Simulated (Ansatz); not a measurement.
# Several settings converged on ScPd3 (Pm-3m, 4 atoms in the cell)

```
ScPd3
1.0
    3.99955     0.00000     0.00000
    0.00000     3.99955     0.00000
    0.00000     0.00000     3.99955
Sc Pd
1 3
Direct
  0.00000   0.00000   0.00000
  0.50000   0.50000   0.00000
  0.00000   0.50000   0.50000
  0.50000   0.00000   0.50000
```

Base method: LDA (PW92), default PAW files made with PBE (plane waves; Ansatz, an electronic-structure program).

Base settings: basis.ecutwfc = 420 eV; kpoints.mp_grid.grid = 8 8 8; hamiltonian.xc = lda; hamiltonian.pseudopotentials = {kind: paw} (the program's default PAW files); scf.occupations.method = gaussian; scf.occupations.width = 0.1 eV.

Core times come from one kind of shared machine, to one figure; runs under 30 s give none.

**Zone-centre phonons against the cutoff**

In this ladder: phonons.method = dfpt.

The mesh stays at the base's, so the ladder's end is converged at best in this setting alone.

Frequencies are those of the unrelaxed cell, without the LO-TO term of polar crystals.

Only quantities that move along the ladder and can be compared are tabulated.

| basis.ecutwfc | highest zone-centre frequency (cm⁻¹) | lowest optical frequency (cm⁻¹) | core time / last (rough) |
|---|---|---|---|
| 210 eV | 207.9 | -47.5 | 0.2 |
| 250 eV | 222.1 | 142.0 | 0.3 |
| 295 eV | 176.7 | 119.6 | 0.3 |
| 355 eV | 179.1 | 118.8 | 0.5 |
| 420 eV | 179.5 | 119.2 | 0.6 |
| 630 eV | 179.4 | 119.1 | 1 |

Coarsest basis.ecutwfc that holds the highest zone-centre frequency within 10 cm⁻¹ of the last step, with all finer ones: 295 eV, at about 0.3 of the last step's time; the step before is off by 43 cm⁻¹.

Coarsest basis.ecutwfc that holds the lowest optical frequency within 5 cm⁻¹ of the last step, with all finer ones: 295 eV, at about 0.3 of the last step's time; the step before is off by 23 cm⁻¹.

**Zone-centre phonons against the mesh**

In this ladder: phonons.method = dfpt.

Frequencies are those of the unrelaxed cell, without the LO-TO term of polar crystals.

Only quantities that move along the ladder and can be compared are tabulated.

| kpoints.mp_grid.grid | highest zone-centre frequency (cm⁻¹) | lowest optical frequency (cm⁻¹) | core time / last (rough) |
|---|---|---|---|
| 2 2 2 | 153.7 | 93.4 | – |
| 4 4 4 | 176.1 | 115.0 | 0.02 |
| 6 6 6 | 180.0 | 118.4 | 0.04 |
| 10 10 10 | 178.0 | 116.9 | 0.1 |
| 15 15 15 | 179.3 | 119.0 | 0.5 |
| 19 19 19 | 179.2 | 118.8 | 1 |

Coarsest kpoints.mp_grid.grid that holds the lowest optical frequency within 1 cm⁻¹ of the last step, with all finer ones: 15 15 15; the step before is off by 1.9 cm⁻¹.

Coarsest kpoints.mp_grid.grid that holds the highest zone-centre frequency within 5 cm⁻¹ of the last step, with all finer ones: 4 4 4, at about 0.02 of the last step's time; the step before is off by 26 cm⁻¹.

**The force threshold of a relaxation**

On ScPd3 (P4mm, 4 atoms in the cell): one atom moved by 0.15 angstrom.

In this ladder: relax = atoms.

The mesh stays at the base's, so the ladder's end is converged at best in this setting alone.

Only quantities that move along the ladder and can be compared are tabulated.

```tsv
relax.f_tol	free energy less the last step's (meV/atom)	largest force left (eV/Å)	relaxation steps	core time / last (rough)
0.2 eV/Å	1.19	0.1864	2	0.4
0.05 eV/Å	0.00	0.0033	3	0.6
0.02 eV/Å	0.00	0.0033	4	0.8
0.005 eV/Å	0.00	0.0033	4	0.8
0.001 eV/Å	0.00	0.0000	5	1
```

Coarsest relax.f_tol that holds the free energy within 0.1 meV/atom of the last step, with all finer ones: 0.05 eV/Å; the step before is off by 1.2 meV/atom.

Coarsest relax.f_tol that holds the largest force left within 0.02 eV/Å of the last step, with all finer ones: 0.05 eV/Å; the step before is off by 0.19 eV/Å.

On the base run: the starting cell comes from a database of computed structures (which also holds hypothetical and non-ambient phases and stackings), without a prior relaxation at this level. Its lattice was rescaled by up to half a per cent. Spin polarisation is off. In the base run, with a pressure of about -12 GPa the cell is away from its equilibrium volume at this level.

Keys are those of Ansatz 0.2.
